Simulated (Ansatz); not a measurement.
Hypothetical rock salt WGe: response to strain

Take WGe in the rock salt structure (space group Fm-3m, No. 225; a = 5.1233 Å; a hypothetical phase, not in the database extracts checked; relaxed with 0.1 eV smearing) as the base. Axes: x, y, z lie along the cube axes.

Strains are applied to the cell and any free atomic positions relax; under biaxial strain the out-of-plane vector relaxes too; under stress the whole cell relaxes.

Computed with r2SCAN (Ansatz, an electronic-structure program, PAW, spin-orbit coupling left out), earlier PAW set.

Notes on the quantities. energy relative to the base: free energy F; pressure: mean of the normal stresses, compression positive.

```tsv
change	energy relative to the base	volume per atom	pressure
base	0 meV/atom	16.81 Å³	0.0 GPa
biaxial strain −1.87 %, plane normal [001], relaxed out of plane	+18 meV/atom	16.29 Å³	6.5 GPa
biaxial strain −1.50 %, plane normal [001], relaxed out of plane	+12 meV/atom	16.39 Å³	5.1 GPa
biaxial strain −0.43 %, plane normal [110], relaxed out of plane	+0.4 meV/atom	16.76 Å³	0.5 GPa
biaxial strain −1.38 %, plane normal [111], relaxed out of plane	-1.2 meV/atom	16.86 Å³	-0.6 GPa
isotropic strain −1.23 %	+14 meV/atom	16.20 Å³	7.5 GPa
uniaxial strain ε_xx = +0.92 %	+1.8 meV/atom	16.96 Å³	-1.6 GPa
uniaxial stress, 0.5 GPa tension along x	0.0 meV/atom	16.82 Å³	–
tensor shear ε_yz = +1.51 %	-0.3 meV/atom	16.81 Å³	0.0 GPa
tensor shear ε_xy = +0.77 %	-0.1 meV/atom	16.81 Å³	0.0 GPa
```

Stability under load was not tested beyond the relaxation. All final runs are without spin polarisation. Under biaxial strain −1.38 %, plane normal [111], relaxed out of plane and tensor shear ε_yz = +1.51 % the cell ends below the base's energy or with stress of the wrong sign: the atoms slid into a distortion or the cell is elastically unstable, so the base is not a stable minimum at this level. WGe has a high density of states at the Fermi level and may be magnetic at this level.
